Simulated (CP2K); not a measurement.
Worked example: relaxation of the atoms of BaAlGe (P1, 3 atoms in the cell) in CP2K.

Method: CP2K with LDA (Pade form), GPW, DZVP-MOLOPT-SR-GTH basis, GTH-PADE potentials (GTH_POTENTIALS).

The change in words: atoms moved at random; EPS_SCF: 1e-06 → 1e-07; EXTRAPOLATION: default → USE_GUESS; MAX_FORCE: default → 0.0019; RMS_FORCE: default → 0.0013. Reference geometry:
```yaml
crystal:
  lattice:
    - [4.35262, 0.00000, 0.00000]
    - [-2.17631, 3.76948, 0.00000]
    - [0.00000, 0.00000, 5.22777]
  atoms:
    - { symbol: Ba, position: [0.00000, 0.00000, 0.00000] }
    - { symbol: Al, position: [0.66667, 0.33333, 0.50000] }
    - { symbol: Ge, position: [0.33333, 0.66667, 0.50000] }
```

Reference input (self-consistent single point, DFT LDA (Pade form), GPW, DZVP-MOLOPT-SR-GTH basis, GTH-PADE potentials (GTH_POTENTIALS)): CUTOFF = 500 Ry; REL_CUTOFF = 50 Ry; SMEAR/METHOD = FERMI_DIRAC; ELECTRONIC_TEMPERATURE = 1160.45 K; KPOINTS/SCHEME = MONKHORST-PACK 10 10 8; GAMMA_CENTERED = T; XC_FUNCTIONAL = PADE; Ba/BASIS_SET = DZVP-MOLOPT-SR-GTH-q10; Ba/POTENTIAL = GTH-PADE-q10; Al/BASIS_SET = DZVP-MOLOPT-SR-GTH-q3; Al/POTENTIAL = GTH-PADE-q3; Ge/BASIS_SET = DZVP-MOLOPT-SR-GTH-q4. This run's input differs from it in these lines:

```diff
@@ -2,3 +2,3 @@
   PROJECT run
-  RUN_TYPE ENERGY_FORCE
+  RUN_TYPE GEO_OPT
   PRINT_LEVEL MEDIUM
@@ -14,2 +14,3 @@
       EPS_DEFAULT 1E-11
+      EXTRAPOLATION USE_GUESS
     &END QS
@@ -22,3 +23,3 @@
       SCF_GUESS ATOMIC
-      EPS_SCF 1E-6
+      EPS_SCF 1E-7
       MAX_SCF 100
@@ -68,5 +69,5 @@
     &COORD
-      Ba       0.00000000     0.00000000     0.00000000
-      Al       2.17631218     1.25649174     2.61388500
-      Ge      -0.00000218     2.51298726     2.61388500
+      Ba      -0.04213771     0.00269895    -0.01574082
+      Al       2.10744938     1.26666934     2.61655639
+      Ge       0.11099834     2.50011072     2.62695442
     &END COORD
@@ -92,2 +93,18 @@
 &END FORCE_EVAL
+&MOTION
+  &GEO_OPT
+    OPTIMIZER BFGS
+    MAX_ITER 60
+    MAX_FORCE 0.0019
+    RMS_FORCE 0.0013
+  &END GEO_OPT
+  &PRINT
+    &CELL ON
+    &END CELL
+    &RESTART OFF
+    &END RESTART
+    &RESTART_HISTORY OFF
+    &END RESTART_HISTORY
+  &END PRINT
+&END MOTION
```

The program printed (abridged):

```
 SCF WAVEFUNCTION OPTIMIZATION

  Step     Update method      Time    Convergence         Total energy    Change
     1 NoMix/Diag. 0.20E+00      -     1.65840266       -32.0141179683 -3.20E+01
     2 Broy./Diag. 0.20E+00      -     0.02471213       -31.7823123201  2.32E-01
     3 Broy./Diag. 0.20E+00      -     0.05627586       -31.7160115950  6.63E-02
     4 Broy./Diag. 0.20E+00      -     0.01109179       -31.6998143240  1.62E-02
     5 Broy./Diag. 0.20E+00      -     0.00253781       -31.6922747003  7.54E-03
     6 Broy./Diag. 0.20E+00      -     0.00069929       -31.6909557603  1.32E-03
   [... 3 lines left out ...]
    10 Broy./Diag. 0.20E+00      -     0.00000874       -31.6901325947 -5.58E-05
    11 Broy./Diag. 0.20E+00      -     0.00000028       -31.6901452969 -1.27E-05
    12 Broy./Diag. 0.20E+00      -     0.00000071       -31.6901459761 -6.79E-07
    13 Broy./Diag. 0.20E+00      -     0.00000008       -31.6901457582  2.18E-07
  *** SCF run converged in    13 steps ***

  Overlap energy of the core charge distribution:               0.00000000078246
  Self energy of the core charge distribution:                -66.24003629060695
  Core Hamiltonian energy:                                     13.21118551595555
  Hartree energy:                                              26.97480514068047
  Exchange-correlation energy:                                 -5.63426513947073
  Electronic entropic energy:                                  -0.00183498558594
  Fermi energy:                                                 0.21612231422834

  Total energy:                                               -31.69014575820825
  Total energy (extrapolated to T->0):                        -31.68922826541527

                     Mulliken Population Analysis

   [... lines left out ...]
  Fermi energy:                                                 0.21647931904596
  Total energy:                                               -31.69494137919978
  Fermi energy:                                                 0.21647732686693
  Total energy:                                               -31.69509789216581
 ***                    GEOMETRY OPTIMIZATION COMPLETED                      ***
  Fermi energy:                                                 0.21647732686693
  Total energy:                                               -31.69509789216581
   [... lines left out ...]
       1     Ba       1          9.486764                              0.513236
       2     Al       2          3.018674                             -0.018674
       3     Ge       3          4.494562                             -0.494562
 # Total charge                             17.000000                 -0.000000

 ENERGY| Total FORCE_EVAL ( QS ) energy [hartree]            -31.695097892165812
```

The run converged. 

Summary of the result:
| Quantity | Value |
|---|---|
| Free energy E − TS | -862.4676 eV |
| Fermi level (on the code's own zero) | 5.89 eV |
| Pressure | -2.70 GPa |
| Largest force (vector length) | 0.002 eV/Å |
| Relaxation steps | 8 |

The starting cell comes from a database of computed structures (which also holds hypothetical and non-ambient phases and stackings), without a prior relaxation at this level. For this run, on top of that: atoms moved at random. Values carry the incompleteness of an atom-centred basis.

Cost on one core of a shared machine: roughly 10 min.
